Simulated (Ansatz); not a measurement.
Amorphous Si$_{12}$B$_{24}$N$_{40}$, 76 atoms at 2.10 g/cm³, one PBE-relaxed geometry, zone centre. Methods: PBE, scalar-relativistic without spin-orbit coupling (Ansatz, a first-principles code); r2SCAN, scalar-relativistic without spin-orbit coupling (Ansatz); HSE06, scalar-relativistic without spin-orbit coupling (Ansatz). Plane waves to 420 eV (r2SCAN 500 eV); exact exchange is cut at the cell's faces. At PBE the levels at both edges of the gap are localised (band-tail or defect states), and the nearest spread-out levels lie 3.5 eV apart at the zone centre. The higher rungs were started with moments on some atoms, which died out.

Preparation: random packing, a CHGNet melt and quench, and a DFT relaxation. N atoms were pushed apart under 1.9 Å during the dynamics, to hinder bonds among them. The hot cell started wider than the set density and was brought back towards it in steps. It is the lowest in DFT energy of 2 quenches. It is a model cell: composition and starting density were chosen by hand, and all elements were melted together. No dispersion term was used. Its density started from a set value of 2.10 and ended at 2.10 g/cm³. The quench (nominally 760 K/ps over its main leg) was far faster than any real one, so the model tends to hold more defects than a real film. A cell of this size samples the disorder only roughly. The volume was held where the preparation left it and the shape relaxed, at a PBE pressure of -1.2 GPa (tension). Stress components on the final sampling reach 1.2 GPa.

The relaxation ran on the zone centre alone. At PBE the gap between localised states is 1.86 eV on a 2×2×2 Γ-centred mesh, and the spacing at the zone centre alone 1.88 eV.

**Question.** What zone-centre spacing does r2SCAN give, roughly?

**Answer.** 2.27 eV (+0.39 eV against PBE).

**Question.** What zone-centre spacing does HSE06 give, roughly?

**Answer.** 3.15 eV (+1.26 eV against PBE).

The highest filled and the lowest empty state spread over these numbers of atoms (participation numbers): PBE: 2.9 and 5.6; r2SCAN: 2.9 and 5.5; HSE06: 2.9 and 5.4.
